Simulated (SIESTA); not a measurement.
# Several settings converged on a (110) slab of SnTe (cut from a parent of space group no. 225; 8 atoms in the cell)

```
CELL_PARAMETERS angstrom
      6.28840     0.00000     0.00000
      0.00000     4.44657     0.00000
      0.00000     0.00000    20.66979
ATOMIC_POSITIONS crystal
  Sn 0.00000 0.25000 0.44622
  Sn 0.50000 0.75000 0.33866
  Sn 0.00000 0.25000 0.66134
  Sn 0.50000 0.75000 0.55378
  Te 0.00000 0.75000 0.33866
  Te 0.50000 0.25000 0.44622
  Te 0.00000 0.75000 0.55378
  Te 0.50000 0.25000 0.66134
```

Base method: GGA PBEsol, numerical atomic orbitals DZP, PseudoDojo PBEsol standard norm-conserving potentials (rewritten from UPF to PSML) run with SIESTA.

Base settings: XC.functional = GGA; XC.authors = PBEsol; potentials = PseudoDojo PBEsol standard; PAO.BasisSize = DZP; PAO.EnergyShift = 0.01 Ry; MeshCutoff = 400 Ry; kgrid.MonkhorstPack = 2 3 1; OccupationFunction = FD; ElectronicTemperature = 116.05 K; MaxSCFIterations = 150.

**The vacuum**

The mesh stays at the base's, so the ladder's end is converged at best in this setting alone.

Only quantities that move along the ladder and can be compared are tabulated; forces are left out, as grid noise moves with the cell; the gap is left out on so coarse a mesh.

| vacuum between outermost atoms (Å) | free energy less the last step's (meV/atom) |
|---|---|
| 3.0 | -133.44 |
| 4.0 | -69.24 |
| 5.0 | -22.26 |
| 6.0 | -1.03 |
| 7.0 | 0.09 |
| 8.0 | -0.06 |
| 10.0 | 0.16 |
| 12.0 | 0.15 |
| 14.0 | -0.06 |
| 17.0 | -0.04 |
| 20.0 | -0.04 |
| 25.0 | -0.05 |
| 30.0 | 0.00 |

Smallest vacuum between outermost atoms (Å) that holds the free energy within 5 meV/atom of the last step, with all finer ones: 6.0; the step before is off by 22 meV/atom.

**The k-point mesh**

Only quantities that move along the ladder and can be compared are tabulated.

```tsv
kgrid.MonkhorstPack	free energy less the last step's (meV/atom)	largest difference of a force vector from the last step's (eV/Å)
1 2 1	-664.68	0.649
2 2 1	208.57	0.569
2 3 1	120.15	0.470
3 4 1	-28.79	0.126
4 5 1	3.57	0.097
4 6 1	5.28	0.096
5 6 1	0.07	0.033
5 8 1	-0.27	0.043
6 9 1	0.50	0.031
7 10 1	0.08	0.021
9 12 1	0.33	0.007
10 14 1	0.00	0.000
```

Coarsest kgrid.MonkhorstPack that holds the free energy within 2 meV/atom of the last step, with all finer ones: 5 6 1; the step before is off by 5.3 meV/atom.

Coarsest kgrid.MonkhorstPack that holds the forces within 0.01 eV/Å: not settled: the last two steps still differ by 0.007 eV/Å, over half the tolerance, so the ladder does not show it.

**The cutoff of the real-space grid**

The mesh stays at the base's, so the ladder's end is converged at best in this setting alone.

Only quantities that move along the ladder and can be compared are tabulated; the gap is left out on so coarse a mesh.

```csv
MeshCutoff,free energy less the last step's (meV/atom)
200 Ry (204 Ry used),-12.50
240 Ry (252 Ry used),-6.24
280 Ry (286 Ry used),-4.55
340 Ry (349 Ry used),-2.66
400 Ry (404 Ry used),-1.67
480 Ry (503 Ry used),-0.70
600 Ry (644 Ry used),-0.23
800 Ry (815 Ry used),0.00
```

Coarsest MeshCutoff that holds the free energy within 5 meV/atom of the last step, with all finer ones: 280 Ry (286 Ry used); the step before is off by 6.2 meV/atom.

On the base run: the starting cell has typed, rounded lattice constants, without a prior relaxation at this level. The slab is cut from that crystal, and its faces are unrelaxed. Its lattice was rescaled by up to half a per cent. Spin polarisation is off, though cut faces can carry moments; a gap of a slab can lie between surface states. Values carry the incompleteness of an atom-centred basis. In the base run, forces exceed 1 eV/Å.

Left out of this page: 1 run of the series outside the window shown, repeating another row's setting, or not comparable.
